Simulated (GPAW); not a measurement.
GPAW 25.7.0, DFT, PBE, plane waves, PAW datasets of gpaw-data 1.0.1: KTaO3 (from the phase in space group 221, mp-3614) (O3KTa), 5 atoms. Basis and mesh were picked for this test and aren't claimed converged.

```yaml
cell: 3.99, 3.99, 3.99 Å; 90, 90, 90°
task: scf
mode.name: pw
mode.ecut: 500 eV
xc: PBE
k mesh: 4×4×4
kpts.gamma: true
occupations.name: fermi-dirac
occupations.width: 0.001 eV
convergence.density (electrons an electron): 1e-05
maxiter: 150
parallel.kpt: 2
parallel.band: 1
parallel.domain: 1
parallel.sl_auto: false
parallel.augment_grids: true
mixer.backend: pulay (default)
mixer.method: separate (default)
mixer.beta: 0.05 (default)
mixer.nmaxold: 5 (default)
mixer.weight: 50 (default)
convergence.eigenstates (eV² an electron): 4e-08 (default)
convergence.energy (eV an electron): 0.0005 (default)
k-points after symmetry: 10
bands: 28
electrons: 40
plane_waves: 1647
coarse_grid: 21*21*21
symmetry_operations: 48
```

Settings of this run: eigensolver.name = rmm-diis, eigensolver.niter = 1; 2 ranks.

```
iteration  energy (eV)  log10 change of eigenstates  log10 change of density
---------  -----------  ---------------------------  -----------------------
2           -41.923446                        -0.05                    -0.95
3           -37.669390                        +0.17                    -0.99
4           -38.199088                        -0.22                    -1.39
5           -38.414853                        -0.53                    -1.45
6           -38.522475                        -0.68                    -1.45
7           -38.884961                        -0.42                    -1.42
8           -38.957517                        -0.64                    -1.57
9           -38.547270                        -0.65                    -1.58
10          -38.714512                        -0.96                    -2.13
11          -38.546797                        -0.68                    -1.86
12          -38.620035                        -1.11                    -2.25
13          -38.600670                        -1.12                    -2.12
14          -38.610267                        -1.29                    -2.55
15          -38.611927                        -1.33                    -2.54
…                    …                            …                        …
76          -38.304335                        -0.64                    -3.11
77          -38.296101                        -0.61                    -3.09
78          -38.287552                        -0.58                    -2.99
79          -38.275785                        -0.54                    -2.93
80          -38.274568                        -0.51                    -2.95
81          -38.265834                        -0.48                    -2.99
82          -38.260573                        -0.45                    -3.17
83          -38.275521                        -0.41                    -3.37
…                    …                            …                        …
143         -36.198914                        -0.10                    -2.50
144         -36.219809                        -0.07                    -2.52
145         -36.416751                        -0.03                    -2.76
146         -36.022063                        -0.00                    -2.87
147         -36.462671                        +0.03                    -2.82
148         -36.380420                        +0.06                    -2.89
149         -36.387393                        +0.09                    -2.94
150         -35.738481                        +0.12                    -2.96
```

It was not converged within maxiter = 150.

Task: Which change of settings makes this cycle converge?

Result: Several could match; the one computed here: eigensolver.niter = 3 (default) (33 SCF iterations), all else kept. With more settings changed, the fewest of all runs of this system: eigensolver.name = dav, eigensolver.niter = 3 (20). Counts are of single runs.
